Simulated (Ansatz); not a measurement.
A constructed model of the (0001) surface of hcp Os, a layer of Zn in place of the second plane (bottom of the slab: a bare face, its two planes held)

All values below come from PBE (plane waves to 420 eV, PAW; Ansatz, a quantum-chemistry and plane-wave program).

Set-up: 6 atoms, 10.6 Å thick at the start; mesh 16x16x1; 0.1 eV smearing; dipole correction on; 2 atoms held, the rest relaxed; start symmetry kept, larger cells not searched; no spin, no spin-orbit, no U. It is one candidate, not shown to be the stable structure of the face.

work function of the top face: 5.62 eV
energy released by relaxation: 0.18 eV
cost: roughly 3 core-minutes
